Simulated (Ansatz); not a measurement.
Point defect C interstitial in 6H silicon carbide

All values below come from PBE, PAW (plane waves to 420 eV; Ansatz, a quantum-chemistry and plane-wave program). The supercell holds 144 host sites (3×2×1 repeats of a cell of 24 atoms), with a 2×2×1 shifted k-point sampling for the final energies. Site at the start: void with 4C nearest, no. 3. Finite-size correction: monopole term and site-potential alignment. Dielectric constants: PBE linear response of the host. Host gap at this level: 2.01 eV. A cell of this size leaves errors of a few tenths of an eV. PBE underestimates the host's gap, which shifts levels and can delocalise carriers. Spin–orbit coupling is left out. Each state is the lowest found from its start.

Formation energies E_f are given with the Fermi level at the valence-band maximum. Chemical conditions: C-rich (Δμ(C) = 0.00 eV; only phases computed here count, gases as isolated molecules at 0 K); Si-rich (Δμ(C) = -0.41 eV; only phases computed here count, gases as isolated molecules at 0 K). Reference phases: C: graphite.

The name describes the start; the neighbours show where the atoms ended.

Charges with a result: +2, +1, 0. Others weren't obtained, and one of them could lie lower, also by skipping a charge.

```json
[
 {"charge": "+2", "moment (μB)": "not spin-polarised", "largest move off a lattice site (Å)": "0.79", "neighbours of the last C atom of the defect at the end (Å)": "C 1.40, C 1.43, Si 1.74, Si 2.54, Si 2.54", "image correction with alignment (eV)": "0.68", "E_f, C-rich (eV)": "5.54", "E_f, Si-rich (eV)": "5.95", "above the lowest spin state (eV)": "0.00"},
 {"charge": "+1", "moment (μB)": "1.0", "largest move off a lattice site (Å)": "0.73", "neighbours of the last C atom of the defect at the end (Å)": "C 1.46, C 1.52, Si 1.69", "image correction with alignment (eV)": "0.20", "E_f, C-rich (eV)": "6.15", "E_f, Si-rich (eV)": "6.55", "above the lowest spin state (eV)": "0.00"},
 {"charge": "0", "moment (μB)": "0.0", "largest move off a lattice site (Å)": "0.60", "neighbours of the last C atom of the defect at the end (Å)": "C 1.55, Si 1.70, C 1.71, Si 2.04, Si 2.27", "image correction with alignment (eV)": "0.00", "E_f, C-rich (eV)": "7.14", "E_f, Si-rich (eV)": "7.55", "above the lowest spin state (eV)": "0.00"},
 {"charge": "0", "moment (μB)": "not spin-polarised", "largest move off a lattice site (Å)": "0.60", "neighbours of the last C atom of the defect at the end (Å)": "C 1.55, Si 1.70, C 1.71, Si 2.04, Si 2.27", "image correction with alignment (eV)": "0.00", "E_f, C-rich (eV)": "7.14", "E_f, Si-rich (eV)": "7.55", "above the lowest spin state (eV)": "0.00"}
]
```

Starting moments that weren't kept: charge 0 began with 2 μB and ended with 0.0.

Not the lowest form: the same atoms on another site or from another start ended lower, by 0.87 eV at charge +2; by 0.96 eV at charge +1; by 0.77 eV at charge 0. The levels below are those of this configuration alone.

Transition levels above the valence-band maximum: ε(+2/+1) = 0.60 eV; ε(+1/0) = 0.99 eV.

Flagged in the runs: a host whose relaxation on this sampling wasn't shown to rest.
